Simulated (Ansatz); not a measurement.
Worked example: self-consistent single point of HfAu (P4mm, 4 atoms in the cell) in Ansatz (a first-principles code).

Computed with LDA (PW92), default PAW files made with PBE (plane waves; Ansatz).

```
HfAu
1.0
    3.46644     0.00000     0.00000
    0.00000     3.46644     0.00000
    0.00000     0.00000     6.28892
Hf Au
2 2
Direct
  0.00000   0.50000   0.85953
  0.50000   0.00000   0.14842
  0.00000   0.50000   0.37143
  0.50000   0.00000   0.62857
```

Reference input (self-consistent single point, DFT, LDA (PW92), plane waves, default PAW files made with PBE): basis.ecutwfc = 420 eV; kpoints.mp_grid.grid = 10 10 5; hamiltonian.xc = lda; hamiltonian.pseudopotentials = {kind: paw} (the program's default PAW files); scf.occupations.method = fermi_dirac; scf.occupations.width = 0.1 eV. This run's input differs from it in these lines:

Ansatz 0.2 input:
```diff
@@ -13,3 +13,3 @@
 kpoints:
-  mp_grid: { grid: [10, 10, 5] }
+  mp_grid: { grid: [7, 7, 4] }
 hamiltonian:
```

Output, abridged:

```
SCF iter   1: F=—  HF=-56685.976645 eV  |F-HF|=—  |Δ(HF+E_count)|=         —  Δρ=8.13e-3  dr2=6.29e-2  ethr=1.77e-3  ⟨swp⟩=5.6  Hψ=4894  notcnv=0  defer=3
all-band conjugate gradients solve this SCF's bands
preconditioner: auto → Kerker (q_TF=auto, 2.809 Å⁻¹)
SCF iter   2: F=—  HF=-56685.968186 eV  |F-HF|=—  |Δ(HF+E_count)|=   8.46e-3  Δρ=3.62e-3  dr2=9.35e-3  ethr=6.99e-5  ⟨swp⟩=2.2  Hψ=2295  notcnv=0  defer=3
   [... lines left out ...]
SCF iter   6: F=—  HF=-56685.966841 eV  |F-HF|=—  |Δ(HF+E_count)|=   3.11e-6  Δρ=4.66e-5  dr2=3.54e-6  ethr=4.85e-8  ⟨swp⟩=2.0  Hψ=2029  notcnv=0  defer=3
SCF iter   7: F=—  HF=-56685.966841 eV  |F-HF|=—  |Δ(HF+E_count)|=   3.86e-7  Δρ=1.27e-5  dr2=1.96e-7  ethr=3.93e-9  ⟨swp⟩=2.6  Hψ=2558  notcnv=0  defer=3
SCF iter   8: F=—  HF=-56685.966841 eV  |F-HF|=—  |Δ(HF+E_count)|=   2.88e-8  Δρ=8.37e-6  dr2=7.19e-8  ethr=1.11e-10  ⟨swp⟩=7.7  Hψ=6631  notcnv=0
SCF iter   9: F=-56685.966841 eV  HF=-56685.966841 eV  |F-HF|=2.49e-9  |Δ(HF+E_count)|=   9.99e-8  Δρ=1.64e-6  dr2=1.91e-9  ethr=7.99e-11  ⟨swp⟩=4.7  Hψ=5505  notcnv=0
SCF 1 converged in 9 iterations: F = -56685.966841 eV  dr2 = 1.91e-9
Free energy (F): -56685.966841 eV
Internal energy: -56685.906593 eV  (E = F + TS)
E sigma→0 (E₀):  -56685.936717 eV
Entropy (-TS):   -0.060248 eV (-15.062 meV/atom)
Fermi energy:    20.973347 eV
--- Forces (eV/Å), atoms counted from 1 ---
  atom   1  Hf    -0.00000000    -0.00000000    -0.53614841
  atom   2  Hf     0.00000000     0.00000000     0.26986299
  atom   3  Au     0.00000000     0.00000000     0.13064035
  atom   4  Au     0.00000000    -0.00000000     0.13562692
--- Stress (GPa, compression-positive) ---
       -5.171173       0.000000      -0.000000
        0.000000      -5.171173       0.000000
       -0.000000       0.000000      -4.757763
  P = ⅓ Tr σ = -5.0334 GPa (-50.334 kbar)
  The stress holds the Pulay correction. Without it, at fixed plane waves, as pw.x and ABINIT print it: P = -5.0697 GPa
```

The run converged in 9 iterations. Against the reference run the free energy goes down by 1.2 meV/atom, the pressure hardly changes (-4.95 to -5.03 GPa) and the largest force goes from 0.570 to 0.536 eV/Å.

The starting cell comes from a database of computed structures (which also holds hypothetical and non-ambient phases and stackings), without a prior relaxation at this level. Its lattice was rescaled by up to half a per cent. One atom was moved a little off its site on purpose. With a pressure of about -5 GPa the cell is away from its equilibrium volume at this level. Ansatz's pressure includes its estimate of the finite-basis (Pulay) stress.
